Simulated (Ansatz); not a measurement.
Ansatz (an electronic-structure program), DFT, HSE06, plane waves, its default PAW files: diamond-structure Si, atoms displaced (Si16), 16 atoms. Basis and mesh were picked for this test and aren't claimed converged.

Ansatz 0.2 input:
```yaml
crystal:
  lattice:
    - [0.0, 5.431, 5.431]
    - [5.431, 0.0, 5.431]
    - [5.431, 5.431, 0.0]
  atoms:
    - { symbol: Si, position: [0.995025, 0.005053, 0.997725] }
    - { symbol: Si, position: [0.124286, 0.135512, 0.123094] }
    - { symbol: Si, position: [0.000957, 0.001413, 0.494445] }
    - { symbol: Si, position: [0.127088, 0.126812, 0.623205] }
    - { symbol: Si, position: [0.003454, 0.495258, 0.004476] }
    - { symbol: Si, position: [0.12874, 0.623627, 0.124869] }
    - { symbol: Si, position: [0.003866, 0.49332, 0.499666] }
    - { symbol: Si, position: [0.118042, 0.620004, 0.63149] }
    - { symbol: Si, position: [0.500521, 0.998685, 0.999643] }
    - { symbol: Si, position: [0.628559, 0.11867, 0.125344] }
    - { symbol: Si, position: [0.506975, 0.996905, 0.500524] }
    - { symbol: Si, position: [0.630386, 0.121198, 0.618909] }
    - { symbol: Si, position: [0.499976, 0.503741, 0.001249] }
    - { symbol: Si, position: [0.62251, 0.631872, 0.124448] }
    - { symbol: Si, position: [0.500757, 0.506045, 0.486398] }
    - { symbol: Si, position: [0.617451, 0.634674, 0.625644] }
kpoints:
  mp_grid: { grid: [2, 2, 2] }
hamiltonian:
  xc: hse06
  pseudopotentials: { kind: paw }
scf:
  occupations: { method: fixed }
  exx: { build: pair_densities, ecutfock_ratio: 2 }
output:
  forces: true
```

```bash
OMP_NUM_THREADS=88 ANSATZ_TIMINGS=1 ansatz run --backend cpu --threads 88 --max-ram 200GiB --events-out run.ndjson --runs-dir run.runs --progress --plain run.yaml
```

The program reports k-points after symmetry: 8, bands at the start: 48, electrons: 64, plane waves at Γ: 6231, cutoff (eV): 420, FFT grid: 54×54×54, symmetry operations: 1.

Machine: one whole node, Arm Neoverse V2, 96 cores on 1 socket, no SMT, 1 L3 cache group.

On 88 threads this takes 15 s. Wall times, medians of two to five repeats, each run alone on the node (launch to exit). Processes are pinned to neighbouring cores unless said otherwise. The build: release build for Arm (Neoverse V2), one process with threads; another build can shift the numbers. Scratch files lie in a memory file system.

Speed this job up; the result has to stay within 1.0 meV/atom in energy, 10 meV/Å in forces (largest component). Keep to 88 cores.

One answer among several that fit: going from scf.exx.build = pair_densities, scf.exx.ecutfock_ratio = 2, scf.exx.energy_threshold = 1e-06 (default) to scf.exx.build = auto (default), scf.exx.ecutfock_ratio = not set, scf.exx.energy_threshold = 1e-07 eV, one of the fastest among the values tried that keep the result.

```diff
-  exx: { build: pair_densities, ecutfock_ratio: 2 }
+  exx: { energy_threshold: 0.0000001 }
```

Time: 15 s to 4.4 s (3.3× as fast). These two results differ by: energy under 0.001 meV/atom, forces (largest component) under 0.001 meV/Å. Others tried: scf.exx.energy_threshold = 0.001 eV, scf.exx.build = auto (default), scf.exx.ecutfock_ratio = not set (4.5 s); scf.exx.energy_threshold = 1e-06 (default), scf.exx.warmup_dr2_ratio = 0.1, scf.exx.build = auto (default), scf.exx.ecutfock_ratio = not set (4.5 s); scf.exx.energy_threshold = 1e-06 (default), scf.exx.build = auto (default), scf.exx.ecutfock_ratio = not set (4.5 s); scf.exx.energy_threshold = 1e-06 (default), scf.exx.build = auto_tight, scf.exx.ecutfock_ratio = not set (4.5 s); scf.exx.energy_threshold = 1e-06 (default), scf.exx.build = pair_densities, scf.exx.ecutfock_ratio = 1 (14 s); scf.exx.energy_threshold = 1e-06 (default), scf.exx.build = pair_densities, scf.exx.ecutfock_ratio = not set (15 s); scf.exx.energy_threshold = 1e-06 (default), scf.exx.build = pair_densities, scf.exx.ecutfock_ratio = 4 (15 s).
